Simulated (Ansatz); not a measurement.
Results of PBEsol in Ansatz (PAW) for ZnIn2O4 (model structure, started from the spinel type, Fd-3m, No. 227, 14 atoms in the cell).

Numerical settings: plane-wave cutoff 520 eV, 8×8×8 k mesh, Fermi–Dirac smearing 0.01 eV, scalar-relativistic PAW data made under PBE.

Cell (relaxed with PBEsol):

```xyz
14
Lattice="0.0000 4.4608 4.4608 4.4608 0.0000 4.4608 4.4608 4.4608 0.0000" Properties=species:S:1:pos:R:3 pbc="T T T"
In     5.5759     5.5759     5.5759
In     5.5759     3.3456     3.3456
In     3.3456     5.5759     3.3456
In     3.3456     3.3456     5.5759
Zn     2.2304     2.2304     2.2304
Zn     0.0000     0.0000     0.0000
O      7.7559     7.7559     7.7559
O      7.7559     5.6263     5.6263
O      5.6263     7.7559     5.6263
O      5.6263     5.6263     7.7559
O      3.3959     3.3959     3.3959
O      3.3959     5.5256     5.5256
O      5.5256     3.3959     5.5256
O      5.5256     5.5256     3.3959
```

**Question.** Give the computed band gap.

**Answer.** 
- band gap = 1.28 eV

Note: the relaxation could raise the start's symmetry but not lower it, so the cell can be a saddle point.

Spin–orbit coupling is not included.

Static lattice: no zero-point or thermal effects.

Cost on a shared machine: roughly 50 core-seconds.

A model structure was made by putting elements into a prototype or built by hand; it is no filed structure, need not be a known phase, and can be a saddle point held by its symmetry.

Ansatz is a program for electronic structure.
